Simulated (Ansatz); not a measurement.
## Habitual settings against a tight run: ZnIn2SnAs4 (I-42m, 8 atoms in the cell)

Self-consistent single point.

```
ZnIn2SnAs4
1.0
   -2.98318     2.98318     5.93232
    2.98318    -2.98318     5.93232
    2.98318     2.98318    -5.93232
Zn In Sn As
1 2 1 4
Direct
  0.00000   0.00000   0.00000
  0.75000   0.25000   0.50000
  0.25000   0.75000   0.50000
  0.50000   0.50000   0.00000
  0.12010   0.12010   0.47828
  0.87990   0.35818   0.00000
  0.64182   0.64182   0.52172
  0.35818   0.87990   0.00000
```

Computed with LDA (PW92), default PAW files made with PBE (plane waves; Ansatz, a quantum-chemistry and plane-wave program).

Base settings: basis.ecutwfc = 420 eV; kpoints.mp_grid.grid = 5 5 5; hamiltonian.xc = lda; hamiltonian.pseudopotentials = {kind: paw} (the program's default PAW files); scf.occupations.method = fermi_dirac; scf.occupations.width = 0.1 eV.

Tight run (finer mesh or higher cutoff; not a proven limit): basis.ecutwfc: 420 eV → 590 eV; kpoints.mp_grid.grid: 5 5 5 → 7 7 7; scf.convergence.dr2_threshold: default (1e-07 eV) → 1e-09 eV. It gave Fermi level (on the code's own zero) 7.88 eV; pressure -1.35 GPa; largest force (vector length) 0.108 eV/Å.

Quick runs, as changes from the base:
- A: the base itself
- B: basis.ecutwfc: 420 eV → 210 eV; kpoints.mp_grid.grid: 5 5 5 → 2 2 2; scf.occupations.width: 0.1 eV → 0.272 eV; kpoints.mp_grid.shift: default → 0.5 0.5 0.5
- C: kpoints.mp_grid.grid: 5 5 5 → 4 4 4; scf.occupations.method: fermi_dirac → gaussian; scf.occupations.width: 0.1 eV → 0.2 eV
- D: basis.ecutwfc: 420 eV → 295 eV; kpoints.mp_grid.grid: 5 5 5 → 4 4 4; scf.occupations.method: fermi_dirac → cold; scf.occupations.width: 0.1 eV → 0.2 eV; kpoints.mp_grid.shift: default → 0.5 0.5 0.5; width narrowed by the program to 0.1170 eV

Energies are extrapolated to zero smearing width, which holds to low order in the width alone.

The count of work is k-points × plane waves × bands × iterations; it is no time. 

Pressures in the table are Ansatz's without its Pulay estimate, at a fixed set of plane waves; the tight run's value above holds the estimate.

The starting cell comes from a database of computed structures (which also holds hypothetical and non-ambient phases and stackings), without a prior relaxation at this level. Its lattice was rescaled by a random factor within 2.5 % of one. The run gives no clean gap (levels at the Fermi energy touch, overlap or are partly filled at this smearing), which alone does not show that the compound is a metal.

| run | energy less tight (meV/atom) | pressure less tight (GPa) | largest miss in a force vector (eV/Å) | count of work / tight |
|---|---|---|---|---|
| A | 1.7 | 0.00 | 0.000 | 0.22 |
| B | 3967.1 | -127.78 | 0.169 | 0.014 |
| C | 3.3 | 0.02 | 0.002 | 0.16 |
| D | 94.7 | -5.57 | 0.007 | 0.097 |

Among the runs at the tight run's level, the energy misses run from 1.7 to 3967.1 meV/atom.

Left out of this page: 2 runs of the series outside the window shown, repeating another row's setting, or not comparable.

Keys are those of Ansatz 0.2.
